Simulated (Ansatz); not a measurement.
The reference is ZrIr$_{3}$ in the Cu3Au type structure (space group Pm-3m, No. 221; a = 3.934 Å; relaxed with 0.1 eV smearing). Axes: x, y, z lie along the cube axes.

Level of theory: PBEsol in Ansatz (plane waves to 420 eV, PAW, spin-orbit coupling left out).

Strains are applied to the cell and any free atomic positions relax; under biaxial strain the out-of-plane vector relaxes too.

One change was made to it. Results:

```csv
quantity,base,after
energy relative to the base (free energy F),0 meV/atom,+2.6 meV/atom
"pressure (mean of the normal stresses, compression positive)",0.0 GPa,3.4 GPa
shortest interatomic distance,278.2 pm,276.6 pm
```

What was done to the base?
(A) uniaxial strain ε_xx = −1.11 %
(B) biaxial strain −3.82 %, plane normal [110], relaxed out of plane
(C) uniaxial strain ε_yy = +5.05 %

A, uniaxial strain ε_xx = −1.11 %. For comparison, the energy relative to the base in the other runs: biaxial strain −3.82 %, plane normal [110], relaxed out of plane gives +94 meV/atom; uniaxial strain ε_yy = +5.05 % gives +49 meV/atom.

No phonon test of stability was made. All final runs are without spin polarisation.

Ansatz is a program for electronic structure.
